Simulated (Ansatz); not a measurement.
**How far to go with the plane-wave cutoff: CuAu (P4mm, 2 atoms in the cell)**

```
CELL_PARAMETERS angstrom
      2.81400     0.00000     0.00000
      0.00000     2.81400     0.00000
      0.00000     0.00000     3.68835
ATOMIC_POSITIONS crystal
  Cu 0.00000 0.00000 0.01356
  Au 0.50000 0.50000 0.50000
```

Method of the run: PBEsol, default PAW files made with PBE (plane waves; Ansatz, an electronic-structure program).

Base settings: basis.ecutwfc = 420 eV; kpoints.mp_grid.grid = 12 12 9; hamiltonian.xc = pbesol; hamiltonian.pseudopotentials = {kind: paw} (the program's default PAW files); scf.occupations.method = fermi_dirac; scf.occupations.width = 0.1 eV.

The second cell is the first with its lattice scaled by 0.98.

The mesh stays at the base's, so the ladder's end is converged at best in this setting alone.

The first pressure column holds Ansatz's estimate of the finite-basis (Pulay) stress, which hides part of the cutoff error; the other is without it.

Only quantities that move along the ladder and can be compared are tabulated.

The count of work is k-points × plane waves × bands × iterations; it is no time. 

The starting cell has typed, rounded lattice constants, without a prior relaxation at this level. Its lattice was rescaled by up to half a per cent. One atom was moved a little off its site on purpose. Spin polarisation is off. In the base run, with a pressure of about -4 GPa the cell is away from its equilibrium volume at this level.

```csv
basis.ecutwfc,free energy less the last step's (meV/atom),energy of the compressed cell less the first (meV/atom),pressure (GPa),pressure without the Pulay estimate (GPa),largest difference of a force vector from the last step's (eV/Å),count of work / last
145 eV,81834.24,50.13,37.46,-3005.10,1.658,0.091
170 eV,34486.84,-274.77,-46.28,-1499.50,0.296,0.091
190 eV,17549.34,-107.19,-30.76,-856.86,0.425,0.10
210 eV,8799.26,-51.78,-5.31,-485.89,0.364,0.12
230 eV,4199.02,37.48,6.64,-266.47,0.230,0.12
250 eV,1867.30,52.14,4.90,-139.89,0.062,0.12
295 eV,234.00,12.37,-3.31,-28.98,0.045,0.16
335 eV,25.43,5.65,-4.01,-7.67,0.006,0.16
380 eV,3.46,5.34,-4.00,-4.18,0.001,0.24
420 eV,2.30,5.31,-4.00,-4.08,0.001,0.26
460 eV,1.25,5.25,-4.01,-4.09,0.000,0.30
505 eV,0.52,5.22,-4.02,-4.05,0.000,0.37
565 eV,0.27,5.20,-4.02,-4.03,0.000,0.42
630 eV,0.18,5.20,-4.02,-4.03,0.000,0.49
735 eV,0.08,5.19,-4.02,-4.02,0.000,0.62
840 eV,0.04,5.19,-4.02,-4.02,0.000,0.76
1010 eV,0.00,5.19,-4.02,-4.02,0.000,1.0
```

Coarsest basis.ecutwfc that holds the energy of the compressed cell less the first within 0.2 meV/atom of the last step, with all finer ones: 380 eV, at 0.24 of the last step's count of work; the step before is off by 0.46 meV/atom.

Coarsest basis.ecutwfc that holds the forces within 0.02 eV/Å of the last step, with all finer ones: 335 eV, at 0.16 of the last step's count of work; the step before is off by 0.045 eV/Å.

Coarsest basis.ecutwfc that holds the pressure without the Pulay estimate within 1 GPa of the last step, with all finer ones: 380 eV, at 0.24 of the last step's count of work; the step before is off by 3.7 GPa.

The energy difference between the two cells stays within 1 meV/atom of the last step's from 335 eV on, the total only from 505 eV on: much of the error is common to both cells and cancels.

At the lowest cutoff the pressure without the Pulay estimate lies 3000 GPa under the last step's, the usual sign of Pulay stress in an incomplete plane-wave basis.

Keys are those of Ansatz 0.2.
